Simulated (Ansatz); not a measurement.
For SiSe2 (Ibam, No. 72, 6 atoms in the cell; start mp-1179443), PBEsol (PAW; Ansatz, a first-principles code) gives:

```
Quantity               Result
---------------  ------------
cohesive energy  4.06 eV/atom
band gap              1.66 eV
```

What does HSE06 in Ansatz (PAW) give for the same quantities?


- cohesive energy: 3.66 eV/atom (drops by 0.40 eV/atom)
- band gap: 3.24 eV (rises by 1.58 eV)

Changes are worked out from the printed values.

Unless a cell is named, each level is at its own relaxed cell (PBEsol 28.59, HSE06 35.15 Å³/atom).

Levels without +SOC have no spin–orbit coupling; where heavier elements are present it shifts gaps, mostly down, and can invert bands. Density-functional gaps are differences of (generalised) Kohn–Sham levels.

Caveats: the relaxation could not lower the start's symmetry, so the cell can be a saddle point above a distorted one (PBEsol, HSE06). Ansatz's density-functional and Hartree–Fock values are scalar-relativistic unless marked +SOC, with PAW data made under PBE.

A start named mp-… is a Materials Project structure, which need not be a measured phase.
